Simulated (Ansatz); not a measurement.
# CdTe under load (space group F-43m): band-edge transport data

Consider the following.

```xyz
2
Lattice="0.0000 3.2321 3.2321 3.2321 0.0000 3.2321 3.2321 3.2321 0.0000" Properties=species:S:1:pos:R:3 pbc="T T T"
Cd     0.0000     0.0000     0.0000
Te     1.6160     1.6160     1.6160
```

Level of theory: PBE with spin-orbit coupling, rigid bands (plane waves, PAW; Ansatz, a first-principles code). Condition of this run: hydrostatic pressure of 0.5 GPa (compression positive) (the target of the relaxation). Geometry: cell and atoms relaxed with PBEsol, then loaded as said.

band gap: 0.53 eV
electron conductivity mass (300 K, dilute): 0.067 mₑ
hole conductivity mass (300 K, dilute): 0.53 mₑ
effective density of states N_c (300 K): 3.8e17 cm⁻³
effective density of states N_v (300 K): 1.8e19 cm⁻³
density-of-states mass, electrons: 0.061 mₑ
density-of-states mass, holes: 0.80 mₑ
Seebeck coefficient, n-type 1e19 cm⁻³, 300 K: -49 μV/K
Seebeck coefficient, p-type 1e19 cm⁻³, 300 K: 266 μV/K
best p-type power factor at 300 K for τ = 10 fs (best axis; densities from 1e16 to 1e21 cm⁻³ tried, whether or not they can be reached): 5.2 μW/(cm·K²) at 1e20 cm⁻³

Rigid bands; masses and Seebeck coefficients take one relaxation time τ for all states and one kind of carrier; polarons and phonon drag are left out. Geometry: cell and atoms relaxed with PBEsol.
